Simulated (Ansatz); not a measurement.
The structure below was relaxed with PBEsol (Ansatz, an electronic-structure program), no spin-orbit coupling.

```xyz
2
Lattice="0.0000 2.8021 2.8021 2.8021 0.0000 2.8021 2.8021 2.8021 0.0000" Properties=species:S:1:pos:R:3 pbc="T T T"
Te     4.2032     4.2032     4.2032
Be     0.0000     0.0000     0.0000
```

Question: Find the space group and the Wyckoff positions.

Answer: Space group F-43m (No. 216); a = b = c = 5.604 Å, α = β = γ = 90.00°

```csv
atom,site,symmetry,x,y,z
Te,4c,-43m,0.2500,0.2500,0.2500
Be,4a,-43m,0.0000,0.0000,0.0000
```

Stability against distortions was not tested. The cell was made from BeSe by this change: Se → Te.
